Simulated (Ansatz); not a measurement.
Cu on the 1x1 (111) surface of fcc Ni, ferromagnetic, one in a 2x2 cell, started at the site 'hollow Ni-Ni-Ni over Ni at depth 4.0 Å'

These are PBE (plane waves to 420 eV, PAW; Ansatz, a program for electronic structure) values and carry that method's errors.

Set-up: 17 atoms, 6.0 Å thick at the start under the adsorbate (thin: gaps and levels are the slab's own); mesh 7x7x1; 0.1 eV smearing; dipole correction on; 8 atoms held, the rest relaxed; held to the start's symmetry, so lower structures may exist; spin-polarised, no spin-orbit, no U, no dispersion correction. At the end it is bonded to 3 Ni. In PBE it is, or lies within 0.03 eV of, the lowest of the starts that converged.

```json
{
  "adsorption energy against an atom of fcc Cu": "0.68 eV",
  "work_function_of_the_top_face": "3.81 eV",
  "change_of_the_work_function": "-1.27 eV",
  "change_of_the_step_from_the_bottom_to_the_top_vacuum_level_against_the_clean_slab": "-1.26 eV",
  "energy_released_by_relaxation": "0.30 eV",
  "height of the binding atom over the mean of the host atoms within 0.3 Å of the top one": "1.856 Å",
  "magnetic_moment_of_the_cell": "10.37 μB",
  "nearest_host_atoms_of_the_binding_atom": "Ni at 2.37 Å, Ni at 2.37 Å, Ni at 2.37 Å",
  "largest_move_of_a_host_atom": "0.06 Å",
  "cost": "around 11 core-minutes (rough)"
}
```

A negative adsorption energy means that the adsorbate is more stable on the surface than in its reference.
